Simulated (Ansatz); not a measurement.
# Short convergence ladders for CaAl2Zn2 (I4mm, 5 atoms in the cell)

```
CELL_PARAMETERS angstrom
     -2.05088     2.05088     5.72521
      2.05088    -2.05088     5.72521
      2.05088     2.05088    -5.72521
ATOMIC_POSITIONS crystal
  Ca 0.00437 0.00437 0.00000
  Al 0.25000 0.75000 0.50000
  Al 0.75000 0.25000 0.50000
  Zn 0.39187 0.39187 0.00000
  Zn 0.60813 0.60813 0.00000
```

Base method: LDA (PW92), default PAW files made with PBE (plane waves; Ansatz, an electronic-structure program).

Base settings: basis.ecutwfc = 420 eV; kpoints.mp_grid.grid = 7 7 7; hamiltonian.xc = lda; hamiltonian.pseudopotentials = {kind: paw} (the program's default PAW files); scf.occupations.method = gaussian; scf.occupations.width = 0.1 eV.

The count of work is k-points × plane waves × bands × iterations; it is no time. Core times come from one kind of shared machine, to one figure; runs under 30 s give none.

**The cutoff for other potential files**

Level: DFT, LDA (PW92), plane waves, harder PAW files (source: ansatz) made with PBE.

In this ladder: hamiltonian.pseudopotentials = {kind: paw, source: ansatz}.

The second cell is the first with its lattice scaled by 0.98.

The mesh stays at the base's, so the ladder's end is converged at best in this setting alone.

The first pressure column holds Ansatz's estimate of the finite-basis (Pulay) stress, which hides part of the cutoff error; the other is without it.

Only quantities that move along the ladder and can be compared are tabulated.

| basis.ecutwfc | free energy less the last step's (meV/atom) | energy of the compressed cell less the first (meV/atom) | pressure (GPa) | pressure without the Pulay estimate (GPa) | largest difference of a force vector from the last step's (eV/Å) | count of work / last | core time / last (rough) |
|---|---|---|---|---|---|---|---|
| 405 eV | 2148.53 | -16.61 | -4.18 | -109.74 | 0.046 | 0.11 | – |
| 495 eV | 295.03 | -18.97 | -4.50 | -22.62 | 0.004 | 0.15 | – |
| 630 eV | 12.86 | -19.10 | -4.49 | -5.56 | 0.001 | 0.21 | – |
| 765 eV | 1.25 | -19.02 | -4.49 | -4.52 | 0.000 | 0.28 | 0.3 |
| 900 eV | 0.72 | -19.02 | -4.49 | -4.50 | 0.000 | 0.35 | 0.3 |
| 1080 eV | 0.30 | -19.02 | -4.49 | -4.49 | 0.000 | 0.46 | 0.5 |
| 1350 eV | 0.07 | -19.02 | -4.49 | -4.49 | 0.000 | 0.65 | 0.6 |
| 1800 eV | 0.00 | -19.02 | -4.49 | -4.49 | 0.000 | 1.0 | 1 |

Coarsest basis.ecutwfc that holds the forces within 0.005 eV/Å of the last step, with all finer ones: 495 eV, at 0.15 of the last step's count of work; the step before is off by 0.046 eV/Å.

Coarsest basis.ecutwfc that holds the pressure without the Pulay estimate within 0.5 GPa of the last step, with all finer ones: 765 eV, at 0.28 of the last step's count of work and about 0.3 of the last step's time; the step before is off by 1.1 GPa.

Coarsest basis.ecutwfc that holds the energy of the compressed cell less the first within 1 meV/atom of the last step, with all finer ones: 495 eV, at 0.15 of the last step's count of work; the step before is off by 2.4 meV/atom.

The energy difference between the two cells stays within 1 meV/atom of the last step's from 495 eV on, the total only from 900 eV on: much of the error is common to both cells and cancels.

At the lowest cutoff the pressure without the Pulay estimate lies 105 GPa under the last step's, the usual sign of Pulay stress in an incomplete plane-wave basis.

**The density cutoff**

The mesh stays at the base's, so the ladder's end is converged at best in this setting alone.

Only quantities that move along the ladder and can be compared are tabulated.

```tsv
basis.ecutrho_ratio	free energy less the last step's (meV/atom)	pressure (GPa)	largest difference of a force vector from the last step's (eV/Å)
2	-4.70	-4.20	0.018
3	-0.07	-4.44	0.000
4	0.00	-4.45	0.000
5	0.00	-4.45	0.000
6	0.00	-4.45	0.000
8	0.00	-4.45	0.000
10	0.00	-4.45	0.000
12	0.00	-4.45	0.000
16	0.00	-4.45	0.000
```

Coarsest basis.ecutrho_ratio that holds the pressure within 0.1 GPa of the last step, with all finer ones: 3; the step before is off by 0.25 GPa.

Coarsest basis.ecutrho_ratio that holds the forces within 0.01 eV/Å of the last step, with all finer ones: 3; the step before is off by 0.018 eV/Å.

Coarsest basis.ecutrho_ratio that holds the free energy within 2 meV/atom of the last step, with all finer ones: 3; the step before is off by 4.7 meV/atom.

**The relaxed cell against the cutoff**

On CaAl2Zn2 (I4/mmm, 5 atoms in the cell): atoms on their sites.

In this ladder: relax = cell and atoms.

The mesh stays at the base's, so the ladder's end is converged at best in this setting alone.

Only quantities that move along the ladder and can be compared are tabulated.

| basis.ecutwfc | relaxed volume (Å³/atom) | relaxation steps | core time / last (rough) |
|---|---|---|---|
| 210 eV | 18.210 | 41 | 1 |
| 250 eV | 18.136 | 22 | 0.8 |
| 295 eV | 18.095 | 14 | 0.6 |
| 355 eV | 17.987 | 7 | – |
| 420 eV | 17.978 | 5 | – |
| 505 eV | 17.971 | 5 | 0.5 |
| 630 eV | 17.972 | 5 | 0.7 |
| 840 eV | 17.971 | 5 | 1 |

Coarsest basis.ecutwfc that holds the relaxed volume within 0.036 Å³/atom of the last step, with all finer ones: 355 eV; the step before is off by 0.12 Å³/atom.

At the lowest cutoff the cell relaxes to a volume 1.3 % larger than at the highest. Ansatz relaxes on a stress corrected for the finite basis.

On the base run: the starting cell comes from a database of computed structures (which also holds hypothetical and non-ambient phases and stackings), without a prior relaxation at this level. Its lattice was rescaled by up to half a per cent. One atom was moved a little off its site on purpose.

Keys are those of Ansatz 0.2.
